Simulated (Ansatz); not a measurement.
Band structure of LuAgO2 (R-3m, 4 atoms in the cell).

```
CELL_PARAMETERS angstrom
      1.68680     0.97387     6.19663
     -1.68680     0.97387     6.19663
      0.00000    -1.94775     6.19663
ATOMIC_POSITIONS crystal
  Lu 0.50000 0.50000 0.50000
  Ag 0.00000 0.00000 0.00000
  O  0.88890 0.88890 0.88890
  O  0.11110 0.11110 0.11110
```

Level of theory: LDA (PW92), default PAW files made with PBE (plane waves; Ansatz, a quantum-chemistry and plane-wave program).

Settings: kpoints.mp_grid.grid = 9 9 9; hamiltonian.xc = lda; hamiltonian.pseudopotentials = {kind: paw} (the program's default PAW files); scf.occupations.method = fermi_dirac; scf.occupations.width = 0.0037 Ry; kpoints.band_path.path = [[0.0, 0.0, 0.0], [0.5, 0.0, 0.0], [0.5, 0.18313325, -0.18313325]]; kpoints.band_path.npoints = 8.

The starting cell comes from a database of computed structures (which also holds hypothetical and non-ambient phases and stackings), without a prior relaxation at this level. Spin-orbit coupling is off.

Problem. Predict the gap along the standard path and the places of the band edges.

Solution. The gap along the path is 2.07 eV, from L to Γ; the smallest direct gap on it is 2.80 eV.

Levels in eV from the top of the valence band on the path, bands 25 to 32:
```tsv
point	25	26	27	28	29	30	31	32
Γ	-1.80	-1.33	-0.73	-0.73	2.07	6.07	6.07	6.30
L	-1.95	-0.85	-0.62	0.00	2.94	4.94	5.84	7.53
B1	-1.99	-1.52	-0.75	-0.17	4.73	5.07	6.07	6.57
```

Keys are those of Ansatz 0.2.
